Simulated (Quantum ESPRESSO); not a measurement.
A user runs Quantum ESPRESSO on Zr2CuS4 (Fd-3m, 14 atoms in the cell) and asks whether the run is sound. The aim is a self-consistent single point with DFT, PBEsol, plane waves, GBRV 1.5 ultrasoft (PBESOL) pseudopotentials.

Cell that was meant: a = 7.3547 Å, b = 7.3547 Å, c = 7.3547 Å, α = 60.00°, β = 60.00°, γ = 60.00°.

Part of the input:

```fortran
 ibrav = 0
 nat = 14
 ntyp = 3
 ecutwfc = 7.5
 ecutrho = 60
 occupations = 'smearing'
 smearing = 'marzari-vanderbilt'
 degauss = 0.0147
```

The program printed (abridged):

```
     Message from routine setup:
     using ibrav=0 with symmetry is DISCOURAGED, use correct ibrav instead
     G-vector sticks info
   [... lines left out ...]
        k(    8) = (  -0.6187184   0.0883883   0.0883883), wk =   0.1875000
        k(    9) = (   0.2651650   0.2651650   0.2651650), wk =   0.0625000
        k(   10) = (  -0.2651650  -0.2651650   0.7954951), wk =   0.1875000

     Dense  grid:    15009 G-vectors     FFT dimensions: (  36,  36,  36)

     Smooth grid:     5209 G-vectors     FFT dimensions: (  32,  32,  32)

     Initial potential from superposition of free atoms

     starting charge     131.9918, renormalised to     134.0000

     negative rho (up, down):  2.965E-01 0.000E+00
     Self-consistent Calculation

     iteration #  1     ecut=     7.50 Ry     beta= 0.30

     negative rho (up, down):  2.579E-01 0.000E+00

     total energy              =   -1205.97243828 Ry
     estimated scf accuracy    <     235.13504616 Ry

     iteration #  2     ecut=     7.50 Ry     beta= 0.30

     negative rho (up, down):  2.359E-01 0.000E+00

     total energy              =   -1169.77055818 Ry
     estimated scf accuracy    <      97.71631638 Ry

     iteration #  3     ecut=     7.50 Ry     beta= 0.30

     negative rho (up, down):  2.219E-01 0.000E+00

     total energy              =   -1144.34966930 Ry
     estimated scf accuracy    <      36.40252773 Ry

   [... 17 blocks of this kind left out ...]

     iteration # 21     ecut=     7.50 Ry     beta= 0.30

     negative rho (up, down):  1.944E-01 0.000E+00

     total energy              =   -1145.66728937 Ry
     estimated scf accuracy    <          3.6E-10 Ry

     iteration # 22     ecut=     7.50 Ry     beta= 0.30

     negative rho (up, down):  1.944E-01 0.000E+00
     End of self-consistent calculation

     the Fermi energy is    11.9463 ev

!    total energy              =   -1145.66729080 Ry
     estimated scf accuracy    <          3.9E-11 Ry
     smearing contrib. (-TS)   =       0.00259705 Ry
     internal energy E=F+TS    =   -1145.66988785 Ry

     convergence has been achieved in  22 iterations

     negative rho (up, down):  1.944E-01 0.000E+00

     Forces acting on atoms (cartesian axes, Ry/au):

     atom    1 type  1   force =     0.00000000   -0.00000000   -0.00000000
     atom    2 type  1   force =     0.00000000    0.00000000   -0.00000000
     atom    3 type  1   force =     0.00000000   -0.00000000    0.00000000
     atom    4 type  1   force =     0.00000000   -0.00000000    0.00000000
   [... lines left out ...]
     Total force =     0.896357     Total SCF correction =     0.000028
   [... lines left out ...]

     negative rho (up, down):  1.944E-01 0.000E+00
          total   stress  (Ry/bohr**3)                   (kbar)     P=   -16659.21
  -0.11324703   0.00000000   0.00000000       -16659.21        0.00        0.00
   0.00000000  -0.11324703   0.00000000            0.00   -16659.21        0.00
   0.00000000   0.00000000  -0.11324703            0.00        0.00   -16659.21

   JOB DONE.
```

Problem. Can these results be used? Check the input.

Solution. The run is not sound. The fault is a basis or grid far too coarse for these potentials. The error of an incomplete plane-wave basis or grid does not cancel at such settings. To fix it, restore the cutoff that the potentials need and check convergence. The run converged in 22 iterations without an error; against the sound input the free energy goes up by 244 eV/atom, the pressure goes from -3.21 to -1666 GPa and the largest force goes from 0.011 to 8.148 eV/Å.

An input that runs soundly differs in these lines (not the only fix; some lines may just follow from the change or write a value another way):
```diff
- ecutwfc = 7.5
- ecutrho = 60
+ ecutwfc = 50
+ ecutrho = 400
```

With that input, the run converged in 22 iterations: free energy E − TS -19007.9556 eV; Fermi level (on the code's own zero) 9.71 eV; pressure -3.21 GPa; largest force (vector length) 0.011 eV/Å (DFT, PBEsol, plane waves, GBRV 1.5 ultrasoft (PBESOL) pseudopotentials).

On the sound input: the starting cell comes from a database of computed structures (which also holds hypothetical and non-ambient phases and stackings), without a prior relaxation at this level. Spin polarisation is off. With a pressure of about -3 GPa the cell is away from its equilibrium volume at this level.
